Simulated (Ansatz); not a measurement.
AlSi₂N (model structure, started from the BC2N type, R3m, No. 160, 4 atoms in the cell)

All values below come from LDA (Ansatz, an electronic-structure program, plane waves, PAW).

Numerical settings: plane-wave cutoff 520 eV, 20×20×20 k mesh, Fermi–Dirac smearing 0.05 eV, scalar-relativistic PAW data made under PBE.

Cell (relaxed at this level):

```xyz
4
Lattice="1.3986 0.8075 7.5368 -1.3986 0.8075 7.5368 0.0000 -1.6150 7.5368" Properties=species:S:1:pos:R:3 pbc="T T T"
Al     0.0000     0.0000    -0.7678
N      0.0000     0.0000    19.7539
Si     0.0000     0.0000    11.4557
Si     0.0000     0.0000     9.1255
```

```
Quantity        Value
------------  -------
band gap         none
bulk modulus  111 GPa
```

Note: the bulk modulus is −V dP/dV from two relaxed cells at ±2 % in volume; the relaxation could raise the start's symmetry but not lower it, so the cell can be a saddle point.

Static lattice: no zero-point or thermal effects.

The result took roughly 19 core-minutes.

A model structure was made by putting elements into a prototype or built by hand; it is no filed structure, need not be a known phase, and can be a saddle point held by its symmetry.
